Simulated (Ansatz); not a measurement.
InAs: alloy series

Consider InAs in the zinc blende structure (space group F-43m, No. 216; a = 6.109 Å).

The other end (x = 1) is GaAs in the zinc blende structure (space group F-43m, No. 216): 22.75 Å³/atom, gap 0.96 eV.

Ga replaces a fraction x of In; each row is one arrangement (x, atoms in the cell, starting space group or random), fully relaxed.

Computed with DFT with r2SCAN, PAW potentials and a 500 eV plane-wave cutoff in Ansatz (an electronic-structure program), no SOC.

```tsv
Ga fraction x	volume per atom (Å³/atom)
0	28.500
0.25 (Cm, 8 atoms)	26.998
0.25 (P-4m2, 8 atoms)	27.005
0.5 (Cm, 8 atoms)	?
1	22.746
```

Fit V(x) = (1 − x) V(0) + x V(1) − b x(1 − x) with the ends held (b = 0 is Vegard's rule) to the rows shown and predict the withheld row.

Least squares on the printed values gives b = 0.32 Å³/atom, against 25.623 Å³/atom from the straight line alone (largest residual 0.003 Å³/atom); this predicts 25.543 Å³/atom, and the run gives 25.494 Å³/atom, 0.049 lower.

Each cell is one ordered arrangement of few atoms, which overstates ordering effects compared with a random alloy. No phonon test of stability was made.
